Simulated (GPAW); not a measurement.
Worked example: self-consistent single point of YIn5Rh (P1, 7 atoms in the cell) in GPAW.

Level of theory: PBEsol, GPAW PAW datasets PBEsol (made by gpaw-setup) (plane waves; GPAW).

The change in words: atoms moved at random. Reference geometry:
```
CELL_PARAMETERS angstrom
      4.63782     0.00000     0.00000
      0.00000     4.63782     0.00000
      0.00000     0.00000     7.44293
ATOMIC_POSITIONS crystal
  Y  0.00000 0.00000 0.00000
  In 0.00000 0.50000 0.30143
  In 0.00000 0.50000 0.69857
  In 0.50000 0.00000 0.30143
  In 0.50000 0.00000 0.69857
  In 0.50000 0.50000 0.00000
  Rh 0.00000 0.00000 0.50000
```

Reference input (self-consistent single point, DFT PBEsol, plane waves, GPAW PAW datasets PBEsol (made by gpaw-setup)): mode = pw; ecut = 550 eV; xc = PBEsol; kpts = 5 5 3; mesh shift (steps) = 0 0 0; occupations.name = fermi-dirac; occupations.width = 0.136 eV; nbands = -11; convergence.density = 1e-05 e/electron; symmetry.symmorphic = false; symmetry.tolerance = 0.0005; maxiter = 120. This run's input differs from it in these lines:

```diff
@@ -8,9 +8,9 @@
                     [0.000000, 0.000000, 7.442930]],
-              positions=[[0.000000, 0.000000, 0.000000],
-                         [0.000000, 2.318910, 2.243522],
-                         [0.000000, 2.318910, 5.199408],
-                         [2.318910, 0.000000, 2.243522],
-                         [2.318910, 0.000000, 5.199408],
-                         [2.318910, 2.318910, 0.000000],
-                         [0.000000, 0.000000, 3.721465]],
+              positions=[[0.003047, -0.014428, -0.029191],
+                         [0.016362, 2.328807, 2.255342],
+                         [0.037014, 2.353262, 5.162669],
+                         [2.322249, 0.030188, 2.263745],
+                         [2.217847, -0.073853, 5.214614],
+                         [2.390170, 2.331414, -0.033329],
+                         [-0.029960, 0.001336, 3.773476]],
               pbc=True)
```

Output, abridged:

```
     iter     time        total  log10-change:
                         energy   eigst   dens
iter:   1 --:--:--   -33.372098
iter:   2 --:--:--   -33.273311   -1.48  -1.39
iter:   3 --:--:--   -32.604048   -1.47  -1.42
iter:   4 --:--:--   -32.602659   -2.68  -1.87
iter:   5 --:--:--   -32.528687   -2.66  -1.95
iter:   6 --:--:--   -32.535075   -2.66  -2.15
iter:   7 --:--:--   -32.517279c  -3.72  -2.29
iter:   8 --:--:--   -32.503460c  -3.75  -2.38
iter:   9 --:--:--   -32.495282c  -3.90  -2.51
iter:  10 --:--:--   -32.488823c  -3.56  -2.66
iter:  11 --:--:--   -32.488194c  -4.52  -2.83
   [... 7 lines left out ...]
iter:  19 --:--:--   -32.486183c  -6.30  -4.05
iter:  20 --:--:--   -32.486177c  -6.85  -4.21
iter:  21 --:--:--   -32.486177c  -7.39  -4.25
iter:  22 --:--:--   -32.486186c  -6.92  -4.29
iter:  23 --:--:--   -32.486187c  -7.47c -4.63
iter:  24 --:--:--   -32.486187c  -8.56c -4.68
iter:  25 --:--:--   -32.486185c  -7.76c -4.74
iter:  26 --:--:--   -32.486185c  -9.03c -4.93
iter:  27 --:--:--   -32.486185c  -8.97c -5.00
iter:  28 --:--:--   -32.486185c  -9.21c -5.17c
Converged after 28 iterations.

Dipole moment: (-1.030517, 1.767081, 3.063883) |e|*Ang

Energy contributions relative to reference atoms: (reference = -1021620.146282)

Kinetic:        +48.262691
Potential:      -42.413272
External:        +0.000000
XC:             -38.787207
Entropy (-ST):   -0.168922
Local:           +0.536064
SIC:             +0.000000
--------------------------
Free energy:    -32.570646
Extrapolated:   -32.486185

Showing only first 2 kpts
 Kpt  Band  Eigenvalues  Occupancy
  0    43      7.44695    1.98969
  0    44      8.76179    0.02412
  0    45      8.78200    0.02082
  0    46      9.34276    0.00034

  1    43      7.40280    1.99253
  1    44      8.15082    1.04327
  1    45      8.29672    0.54332
  1    46      8.30820    0.51057

Fermi level: 8.16260

No gap
   [... lines left out ...]
  1 In   -0.00429   -0.04225   -0.25147
  2 In   -0.23118   -0.45404    0.37182
  3 In   -0.09228   -0.02341   -0.14804
  4 In    0.74975    0.27896    0.07551
  5 In   -0.20059   -0.14779    0.12725
  6 Rh   -0.18352    0.19244   -0.37990

Stress tensor:
     0.013062    -0.000530    -0.002457
    -0.000530     0.011769     0.001801
    -0.002457     0.001801     0.012433
Stress (GPa, Voigt): [ 2.0928  1.8857  1.9919  0.2886 -0.3936 -0.0849]
```

The run converged in 28 iterations. GPAW prints stress with tension positive. Against the reference run the free energy goes up by 13.1 meV/atom, the pressure goes from -2.42 to -1.99 GPa and the largest force goes from 0.070 to 0.804 eV/Å.

The starting cell comes from a database of computed structures (which also holds hypothetical and non-ambient phases and stackings), without a prior relaxation at this level. For this run, on top of that: atoms moved at random. Spin polarisation is off.

Cost on one core of a shared machine: roughly 5 min.
